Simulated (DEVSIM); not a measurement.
Device: abrupt Si n-p junction, at 250 K.

Layer 1 from the left is Si, thickness (μm) 0.370, Nd (cm⁻³) 7.9e16, τn (s) 4.3e-7, τp (s) 4.3e-7. Layer 2 from the left is Si, thickness (μm) 21.0, Na (cm⁻³) 3.6e17, τn (s) 4.3e-7, τp (s) 4.3e-7.

Left contact: ohmic. Right contact: ohmic. Voltage is applied to the left contact. Recombination: SRH at mid-gap, Auger. Mobility is constant in doping.

Constants are typed, rounded textbook-type inputs, not results; the design itself was drawn at random and stands for no fabricated device. Values at 300 K; Nc and Nv go as T^1.5, mobilities as T to minus their exponent, the gap by Varshni's rule with the affinity fixed.

Si: gap (eV) 1.124, affinity (eV) 4.05, permittivity 11.7, Nc (cm⁻³) 2.86e19, Nv (cm⁻³) 3.1e19, μn (cm²/Vs) 1417, μp (cm²/Vs) 470, T exponent of μn 2.3, T exponent of μp 2.2, Cn (cm⁶/s) 2.8e-31, Cp (cm⁶/s) 9.9e-32, Varshni α (eV/K) 0.000473, Varshni β (K) 636.

Simulated with DEVSIM: 1D drift-diffusion, Boltzmann statistics, complete ionisation; no tunnelling, impact ionisation, image-force lowering or self-heating.

Dark forward current:

```
|V| (V)  |J| (A/cm²)
-------  -----------
0.05       2.483e-11
0.10       1.014e-10
0.15       3.570e-10
0.20        1.252e-9
0.25        4.703e-9
0.30        2.098e-8
0.35        1.231e-7
0.40        9.433e-7
0.45        8.485e-6
0.50        8.180e-5
0.55       0.0008086
0.60        0.008057
0.65         0.08043
0.70          0.8009
0.75           7.834
0.80           67.18
0.85           341.9
0.90           904.1
0.95            1661
1.00            2558
```

Question: Work out the local ideality factor n = ΔV / (kT/q · ln(J2/J1)) between the rows 0.10 and 0.15 V, 0.60 and 0.65 V, 0.95 and 1.00 V.

Answer: kT/q = 21.54 mV. From 0.10 to 0.15 V: ln(3.570e-10/1.014e-10) = 1.259, n = 1.84. From 0.60 to 0.65 V: ln(0.08043/0.008057) = 2.301, n = 1.01, near the 1 of diffusion or emission over a barrier. From 0.95 to 1.00 V: ln(2558/1661) = 0.432, n = 5.38; the layers' resistance at their doping, Σ W/(qμN) = 5.3e-5 Ω cm², would take 48 mV of this step of 50 mV.

Question: Estimate the current at 0.55 V from the Shockley equation with J0 = Σ q ni² D/(N L) coth(W/L), τ joining the SRH, radiative and Auger lifetimes that are on, and W taken as the whole layer.

Answer: ni² = 6.36e15 cm⁻⁶; holes in the n layer: μ = 702 cm²/Vs, D = 15.1 cm²/s, τ = 4.30e-7 s, L = 25.5 μm, W/L = 0.015, term 5.27e-15 A/cm²; electrons in the p layer: μ = 2160 cm²/Vs, D = 46.4 cm²/s, τ = 4.28e-7 s, L = 44.6 μm, W/L = 0.47, term 6.72e-17 A/cm². J0 = 5.34e-15 A/cm², and J = J0 exp(qV/kT) = 0.000656 A/cm². The simulation gives 0.000809 A/cm²; the estimate lies 19 % below. The estimate leaves out recombination in the depletion region and that region's share of W.
